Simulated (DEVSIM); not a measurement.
**abrupt Si p-n junction**

System: abrupt Si p-n junction, at 250 K.

```
layer (left to right)  material  thickness (μm)  Nd (cm⁻³)  Na (cm⁻³)  τn (s)  τp (s)
---------------------  --------  --------------  ---------  ---------  ------  ------
1                            Si            10.0          -     5.8e15  1.7e-7  1.7e-7
2                            Si            11.0     1.3e15          -  1.7e-7  1.7e-7
```

Left contact: ohmic. Right contact: ohmic. Voltage is applied to the left contact. Recombination: SRH at mid-gap, radiative. Mobility is μmin + (μ − μmin)/(1 + (N/Nref)^α).

Constants are typed, rounded textbook-type inputs, not results; the design itself was drawn at random and stands for no fabricated device. Values at 300 K; Nc and Nv go as T^1.5, mobilities as T to minus their exponent, the gap by Varshni's rule with the affinity fixed.

```tsv
parameter	Si
gap (eV)	1.124
affinity (eV)	4.05
permittivity	11.7
Nc (cm⁻³)	2.86e19
Nv (cm⁻³)	3.1e19
μn (cm²/Vs)	1417
μp (cm²/Vs)	470
μn,min	52
μp,min	45
Nref,n	9.7e16
Nref,p	2.2e17
αn	0.68
αp	0.72
T exponent of μn	2.3
T exponent of μp	2.2
B (cm³/s)	4.7e-15
Varshni α (eV/K)	0.000473
Varshni β (K)	636
```

DEVSIM, 1D drift-diffusion, Boltzmann statistics, complete ionisation; no tunnelling, impact ionisation, image-force lowering or self-heating.

| Item | Value |
|---|---|
| Potential step across the device at zero bias | 0.748 V |
| Largest field in the device at zero bias | 15000 V/cm |
| Dark forward voltage at 1 A/cm² | 0.684 V |
| Dark forward voltage at 100 A/cm² | 0.885 V |

Dark forward current:

```
V (V)  J (A/cm²)
-----  ---------
0.05     5.5e-10
0.15      8.0e-9
0.30      3.4e-7
0.40      6.2e-6
0.50     0.00029
0.65        0.25
0.75        10.0
0.85          66
0.95         190
1.10         490
1.20         780
1.30        1100
1.45        1700
1.55        2200
```

Dark reverse current:

| V (V) | J (A/cm²) |
|---|---|
| -0.40 | -1.1e-9 |
| -1.00 | -2.2e-9 |
| -2.00 | -3.7e-9 |
| -3.00 | -4.8e-9 |
| -4.00 | -5.8e-9 |
| -6.00 | -7.6e-9 |
| -8.00 | -9.1e-9 |
| -10.00 | -1.0e-8 |
| -13.00 | -1.2e-8 |
| -16.00 | -1.4e-8 |
| -20.00 | -1.6e-8 |
